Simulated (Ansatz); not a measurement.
fluorite-type CoSi2 (0 0 1) on Si0.5Ge0.5, ordered in pairs of (001) planes (0 0 1), B on 1 of 2 substrate sites at each interface (film strained to the substrate, started from cuts of the bulks and a machine-learned relaxation)

A periodic stack without vacuum, fluorite-type CoSi2 (0 0 1) on Si0.5Ge0.5, ordered in pairs of (001) planes (0 0 1), B on 1 of 2 substrate sites at each interface (film strained to the substrate, started from cuts of the bulks and a machine-learned relaxation): substrate slab B2Ge10Si8, film Co8Si16, surface cells [[-2, 0], [-1, -1]] and [[-2, 0], [-1, -1]], film strained by +4.4 and +4.6 %, outermost planes Ge/Ge and Si/Co as cut, which need not be the usual terminations and can put a slab off its formula.

The start was prepared with a machine-learned potential, and the result is one local minimum, with the in-plane cell held and forces under 0.04 eV/Å; the film can end far from its bulk form.

The numbers are results of PBE (plane waves to 420 eV, PAW; Ansatz, an electronic-structure program), not measurements. Spin–orbit coupling is left out; the runs are not spin-polarised; PBE gaps are too small against experiment. Its k-point mesh 4×7×1, Fermi–Dirac width 0.05 eV.

The interface area is 31.4 Å² and the period comes out as 24.26 Å. The gaps between the outermost planes at the two interfaces is 2.00 and 0.73 Å. The B–Co contacts across the interfaces within 1.22 times the sum of covalent radii comes out as 2, mean 2.00 Å. The B–Si contacts across the interfaces within 1.22 times the sum of covalent radii is 2, mean 2.07 Å, the Co–Ge contacts across the interfaces within 1.22 times the sum of covalent radii is 2, mean 2.38 Å and the Ge–Si contacts across the interfaces within 1.22 times the sum of covalent radii is 2, mean 2.43 Å.

```
CELL_PARAMETERS angstrom
      7.92521    -0.00055    -0.15384
     -0.00014     3.95778    -0.02622
      2.48874     0.16016    24.21103
ATOMIC_POSITIONS crystal
  B  0.49786 0.95407 0.01010
  Ge 0.99207 0.95514 0.02561
  Ge 0.48594 0.45412 0.05396
  Ge 0.97407 0.45514 0.08286
  Ge 0.43030 0.95478 0.24272
  Ge 0.94184 0.95443 0.23818
  Ge 0.41381 0.45481 0.30210
  Ge 0.92930 0.45445 0.30041
  Ge 0.40087 0.95406 0.47959
  Ge 0.86901 0.95505 0.46661
  B  0.45839 0.45409 0.51865
  Ge 0.73713 0.45486 0.51629
  Si 0.69277 0.45438 0.12884
  Si 0.23672 0.45455 0.12631
  Si 0.21044 0.95455 0.18055
  Si 0.69152 0.95438 0.18385
  Si 0.65751 0.45446 0.35410
  Si 0.15703 0.45458 0.36403
  Si 0.15494 0.95454 0.42075
  Si 0.63887 0.95443 0.40699
  Co 0.81709 0.95405 0.76744
  Co 0.30210 0.95347 0.76812
  Co 0.09258 0.45388 0.65204
  Co 0.58407 0.45309 0.66676
  Co 0.73971 0.95396 0.97969
  Co 0.26974 0.95418 0.98012
  Co 0.03141 0.45361 0.87598
  Co 0.53247 0.45383 0.87220
  Si 0.57096 0.95311 0.71852
  Si 0.07520 0.95372 0.71179
  Si 0.83057 0.45406 0.71481
  Si 0.31603 0.45348 0.71413
  Si 0.83603 0.45245 0.60851
  Si 0.37380 0.45412 0.60110
  Si 0.59759 0.95333 0.61681
  Si 0.10991 0.95385 0.60749
  Si 0.51885 0.95375 0.92416
  Si 0.01931 0.95367 0.92599
  Si 0.76486 0.45385 0.92839
  Si 0.27128 0.45404 0.92845
  Si 0.79782 0.45397 0.82130
  Si 0.29283 0.45346 0.82125
  Si 0.54669 0.95382 0.82004
  Si 0.04538 0.95364 0.82130
```
